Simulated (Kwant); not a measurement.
Model system: quantum point contact (saddle potential) in a InAs two-dimensional gas. Effective mass 0.023 mₑ, grid spacing 12 nm, hard walls, nominal width 300 nm (25 grid rows, so walls 312 nm apart), one parabolic valley, scattering region 900 nm long along x; energies count from the band bottom; Fermi energy 0.00213 eV. Potential (V0 + ½k y²) cos²(πx/L) for |x| < L/2, with V0 swept from 0.0022365 to 0 eV, k = 6.2e-07 eV/nm², L = 750 nm.

Constants are typed, rounded textbook-type inputs, not results; the design itself was drawn at random and stands for no fabricated device.

Model: effective-mass tight-binding model on a square grid, one spin, coherent transport at 0 K (Kwant). Conductance is in e²/h.

Density of the scattering states that come in from the left lead, at gate = 0.0016855 eV, in bins, relative to the largest site value (x marks bins outside the device):

```
|00011111000000000000000000000000000000000000|
|10245433221000000000000000000000000000000000|
|10467655432100000000000000000000000000000000|
|11477656643110000000000000000000000000000000|
|11576446764211100000000000000000000000000000|
|11464235764222111000000000000000000000000000|
|10453015765333322100000000000000000000000000|
|10452014764334443211000000000000000000000000|
|10453124653245665321000000000000000000000000|
|10464235531247886432100000000000000000000000|
|10476556520148998532100000000000000000000000|
|10466456520147997532100000000000000000000000|
|10464235531247886432100000000000000000000000|
|10453124653245665321000000000000000000000000|
|10452014764334443211000000000000000000000000|
|10453015765333322100000000000000000000000000|
|11464235764222111000000000000000000000000000|
|11576446764211100000000000000000000000000000|
|11477656643110000000000000000000000000000000|
|10467655432100000000000000000000000000000000|
|10245433221000000000000000000000000000000000|
|00011111000000000000000000000000000000000000|
```
Scale: ten equal steps from 0.000 (start of '0') to 0.966 (end of '9'), in the order '0123456789'; x runs from -434 to 434, y from -137 (bottom) to 137 (top).

The conductance there is 0.030 e²/h with 3 open channel(s) in the leads.
